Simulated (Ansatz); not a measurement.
Worked example: self-consistent single point of LuN (Fm-3m, 2 atoms in the cell) in Ansatz (a program for electronic structure).

Level of theory: LDA (PW92), PAW files made with PBE (plane waves; Ansatz).

The change in words: lattice scaled by 0.98. Reference geometry:
```yaml
crystal:
  lattice:
    - [0.00000, 2.39079, 2.39079]
    - [2.39079, 0.00000, 2.39079]
    - [2.39079, 2.39079, 0.00000]
  atoms:
    - { symbol: Lu, position: [0.00000, 0.00000, 0.00000] }
    - { symbol: N, position: [0.50000, 0.50000, 0.50000] }
```

Reference input (self-consistent single point, DFT, LDA (PW92), plane waves, PAW files made with PBE): kpoints.mp_grid.grid = 8 8 8; hamiltonian.xc = lda; hamiltonian.pseudopotentials = {kind: paw} (the program's default PAW files); scf.occupations.method = fermi_dirac; scf.occupations.width = 0.05 eV. This run's input differs from it in these lines:

Ansatz 0.2 input:
```diff
@@ -3,8 +3,8 @@
   lattice:
-    - [0.00000000, 2.39079100, 2.39079100]
-    - [2.39079100, 0.00000000, 2.39079100]
-    - [2.39079100, 2.39079100, 0.00000000]
+    - [0.00000000, 2.34297500, 2.34297500]
+    - [2.34297500, 0.00000000, 2.34297500]
+    - [2.34297500, 2.34297500, 0.00000000]
   atoms:
     - { symbol: Lu, position_ang: [0.00000000, 0.00000000, 0.00000000] }
-    - { symbol: N, position_ang: [2.39079100, 2.39079100, 2.39079100] }
+    - { symbol: N, position_ang: [2.34297500, 2.34297500, 2.34297500] }
 kpoints:
```

Log, with long lists cut:

```
SCF iter   1: F=—  HF=-14871.497892 eV  |F-HF|=—  |Δ(HF+E_count)|=         —  Δρ=5.04e-2  dr2=5.29e-1  ethr=3.10e-3  ⟨swp⟩=5.8  Hψ=3202  notcnv=0
all-band conjugate gradients solve this SCF's bands
preconditioner: auto → Kerker (q_TF=auto, 2.799 Å⁻¹)
SCF iter   2: F=—  HF=-14871.411110 eV  |F-HF|=—  |Δ(HF+E_count)|=   8.68e-2  Δρ=3.08e-2  dr2=1.54e-1  ethr=1.76e-3  ⟨swp⟩=3.1  Hψ=1339  notcnv=0
   [... lines left out ...]
SCF iter   7: F=—  HF=-14871.367835 eV  |F-HF|=—  |Δ(HF+E_count)|=   3.07e-6  Δρ=7.71e-5  dr2=8.10e-7  ethr=5.34e-8  ⟨swp⟩=3.1  Hψ=1243  notcnv=0
SCF iter   8: F=-14871.367836 eV  HF=-14871.367836 eV  |F-HF|=8.26e-8  |Δ(HF+E_count)|=   3.36e-7  Δρ=2.07e-5  dr2=2.43e-8  ethr=3.33e-10  ⟨swp⟩=11.1  Hψ=3995  notcnv=0
the last iteration of the SCF fills more bands at one k-point than at another …
SCF 1 converged in 8 iterations: F = -14871.367836 eV  dr2 = 2.43e-8
Free energy (F): -14871.367836 eV
Internal energy: -14871.367301 eV  (E = F + TS)
E sigma→0 (E₀):  -14871.367568 eV
Entropy (-TS):   -0.000535 eV (-0.267 meV/atom)
Fermi energy:    17.113339 eV
--- Forces (eV/Å), atoms counted from 1 ---
  atom   1  Lu    -0.00000000    -0.00000000    -0.00000000
  atom   2  N      0.00000000    -0.00000000    -0.00000000
--- Stress (GPa, compression-positive) ---
       -3.603789      -0.000000       0.000000
        0.000000      -3.603789       0.000000
       -0.000000       0.000000      -3.603789
  P = ⅓ Tr σ = -3.6038 GPa (-36.038 kbar)
  The stress holds the Pulay correction. Without it, at fixed plane waves, as pw.x and ABINIT print it: P = -3.9382 GPa
```

The run converged in 8 iterations. Against the reference run the free energy drops by 44.2 meV/atom and the pressure goes from -13.46 to -3.60 GPa.

The starting cell comes from a database of computed structures (which also holds hypothetical and non-ambient phases and stackings), without a prior relaxation at this level. Its lattice was rescaled by a random factor within 2.5 % of one. For this run, on top of that: lattice scaled by 0.98. With a pressure of about -4 GPa the cell is away from its equilibrium volume at this level. Ansatz's pressure includes its estimate of the finite-basis (Pulay) stress. The run gives no clean gap (levels at the Fermi energy touch, overlap or are partly filled at this smearing), which alone does not show that the compound is a metal.
